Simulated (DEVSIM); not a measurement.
System: Au/HfO2/p-Ge capacitor, at 300 K.

```csv
layer (left to right),material,thickness (nm),Na (cm⁻³)
1,HfO2,10.0,-
2,Ge,6200,9.2e15
```

Metal gate on the left, work function 5.1 eV. Fixed charge at the semiconductor interface -1.1e10 cm⁻² (in units of +e); no interface traps.

Constants are typed, rounded textbook-type inputs, not results; the design itself was drawn at random and stands for no fabricated device. Values at 300 K; Nc and Nv go as T^1.5, mobilities as T to minus their exponent, the gap by Varshni's rule with the affinity fixed.

| parameter | HfO2 | Ge |
|---|---|---|
| gap (eV) | 5.7 | 0.664 |
| affinity (eV) | 2.5 | 4 |
| permittivity | 22 | 16 |
| Nc (cm⁻³) | - | 1.04e19 |
| Nv (cm⁻³) | - | 6e18 |
| Varshni α (eV/K) | - | 0.000477 |
| Varshni β (K) | - | 235 |

DEVSIM, 1D Poisson equation in equilibrium, Boltzmann statistics, complete ionisation; no quantum confinement or tunnelling. Metal contacts follow the ideal Schottky-Mott rule: no Fermi-level pinning, no interface dipoles.

The temperature was swept, all else fixed.

```
temperature (K)  threshold voltage (band bending 2φF) (V)  minimum of the low-frequency capacitance (μF/cm²)  flat-band voltage (V)
---------------  ----------------------------------------  -------------------------------------------------  ---------------------
250                                                  0.98                                             0.0582                   0.55
300                                                  0.94                                             0.0712                   0.60
350                                                  0.90                                             0.0957                   0.66
400                                                  0.86                                              0.145                   0.71
450                                                  0.82                                              0.238                   0.76
500                                                  0.81                                              0.371                   0.79
```

From the first row to the last the threshold voltage (band bending 2φF) goes from 0.98 to 0.81. From the first row to the last the minimum of the low-frequency capacitance goes from 0.0582 to 0.371.
